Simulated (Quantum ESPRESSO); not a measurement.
A user runs Quantum ESPRESSO on BeAu (P2_13, 8 atoms in the cell) and asks whether the run is sound. The aim is a self-consistent single point with DFT, LDA (PZ), plane waves, GBRV 1.5 ultrasoft (LDA) pseudopotentials.

Input:

```fortran
&control
   calculation = 'scf'
   prefix = 'pwscf'
   outdir = './out'
   pseudo_dir = './'
   tprnfor = .true.
   tstress = .true.
/
&system
   ibrav = 0
   nat = 8
   ntyp = 2
   ecutwfc = 40
   ecutrho = 320
   occupations = 'smearing'
   smearing = 'marzari-vanderbilt'
   degauss = 0.0036749
/
&electrons
   conv_thr = 1.0d-3
/
ATOMIC_SPECIES
Au   196.9666  au_lda_v1.uspp.F.UPF
Be     9.0122  be_lda_v1.4.uspp.F.UPF
ATOMIC_POSITIONS alat
Au    0.1500000000    0.1500000000    0.1500000000
Au    0.3500000000    0.8500000000    0.6500000000
Au    0.6500000000    0.3500000000    0.8500000000
Au    0.8500000000    0.6500000000    0.3500000000
Be    0.8440000000    0.8440000000    0.8440000000
Be    0.6560000000    0.1560000000    0.3440000000
Be    0.3440000000    0.6560000000    0.1560000000
Be    0.1560000000    0.3440000000    0.6560000000
K_POINTS automatic
8 8 8  1 1 1
CELL_PARAMETERS angstrom
   4.6680000000     0.0000000000     0.0000000000
   0.0000000000     4.6680000000     0.0000000000
   0.0000000000     0.0000000000     4.6680000000
```

Output, abridged:

```
     Message from routine setup:
     using ibrav=0 with symmetry is DISCOURAGED, use correct ibrav instead
     G-vector sticks info
     --------------------
     sticks:   dense  smooth     PW     G-vecs:    dense   smooth      PW
   [... lines left out ...]
         3        Au     tau(   3) = (   0.6500000   0.3500000   0.8500000  )
         4        Au     tau(   4) = (   0.8500000   0.6500000   0.3500000  )
         5        Be     tau(   5) = (   0.8440000   0.8440000   0.8440000  )
         6        Be     tau(   6) = (   0.6560000   0.1560000   0.3440000  )
         7        Be     tau(   7) = (   0.3440000   0.6560000   0.1560000  )
         8        Be     tau(   8) = (   0.1560000   0.3440000   0.6560000  )

     number of k points=    24  Marzari-Vanderbilt smearing, width (Ry)=  0.0037
                       cart. coord. in units 2pi/alat
        k(    1) = (   0.0625000   0.0625000   0.0625000), wk =   0.0312500
        k(    2) = (   0.0625000   0.0625000   0.1875000), wk =   0.0937500
        k(    3) = (   0.0625000   0.0625000   0.3125000), wk =   0.0937500
   [... 21 lines left out ...]

     Dense  grid:    66539 G-vectors     FFT dimensions: (  54,  54,  54)

     Smooth grid:    23583 G-vectors     FFT dimensions: (  36,  36,  36)

     Initial potential from superposition of free atoms

     starting charge      59.9990, renormalised to      60.0000
     Self-consistent Calculation

     iteration #  1     ecut=    40.00 Ry     beta= 0.70

     total energy              =    -570.92709433 Ry
     estimated scf accuracy    <       1.49142643 Ry

     iteration #  2     ecut=    40.00 Ry     beta= 0.70

     total energy              =    -571.44773901 Ry
     estimated scf accuracy    <       2.02776469 Ry

     iteration #  3     ecut=    40.00 Ry     beta= 0.70

     total energy              =    -571.74298279 Ry
     estimated scf accuracy    <       0.03770433 Ry

     iteration #  4     ecut=    40.00 Ry     beta= 0.70

     total energy              =    -571.76271542 Ry
     estimated scf accuracy    <       0.01682843 Ry

     iteration #  5     ecut=    40.00 Ry     beta= 0.70
     End of self-consistent calculation

     the Fermi energy is    13.3578 ev

!    total energy              =    -571.76653820 Ry
     estimated scf accuracy    <       0.00002438 Ry
     smearing contrib. (-TS)   =      -0.00000492 Ry
     internal energy E=F+TS    =    -571.76653328 Ry

     convergence has been achieved in   5 iterations

     Forces acting on atoms (cartesian axes, Ry/au):

     atom    1 type  1   force =     0.00168667    0.00168667    0.00168667
     atom    2 type  1   force =    -0.00168667   -0.00168667    0.00168667
     atom    3 type  1   force =     0.00168667   -0.00168667   -0.00168667
     atom    4 type  1   force =    -0.00168667    0.00168667   -0.00168667
   [... lines left out ...]
     Total force =     0.006989     Total SCF correction =     0.003194
   [... lines left out ...]

          total   stress  (Ry/bohr**3)                   (kbar)     P=      -42.14
  -0.00028646   0.00000000   0.00000000          -42.14        0.00        0.00
   0.00000000  -0.00028646   0.00000000            0.00      -42.14        0.00
   0.00000000   0.00000000  -0.00028646            0.00        0.00      -42.14

   JOB DONE.
```

**Question.** Can these results be used? Check the input.

**Answer.** The run is not sound. The fault is a convergence threshold that is too loose. A loop that stops early leaves an energy error of second order in the density error, but errors of first order in forces and stress. To fix it, tighten the threshold. The run converged in 5 iterations without an error; against the sound input the free energy stays essentially unchanged (within 1 meV/atom), the pressure goes from -5.30 to -4.21 GPa and the largest force goes from 0.064 to 0.075 eV/Å. The full log also holds: “SCF correction compared to forces is large: reduce conv_thr to get better values”.

An input that runs soundly differs in these lines (not the only fix; some lines may just follow from the change or write a value another way):
```diff
-   conv_thr = 1.0d-3
+   conv_thr = 1.0d-10
```

With that input, the run converged in 12 iterations: free energy E − TS -7779.2811 eV; Fermi level (on the code's own zero) 13.36 eV; pressure -5.30 GPa; largest force (vector length) 0.064 eV/Å (DFT, LDA (PZ), plane waves, GBRV 1.5 ultrasoft (LDA) pseudopotentials).

On the sound input: the starting cell comes from a database of published, mostly measured structures (it also holds non-ambient and calculated ones), without a prior relaxation at this level. With a pressure of about -5 GPa the cell is away from its equilibrium volume at this level.
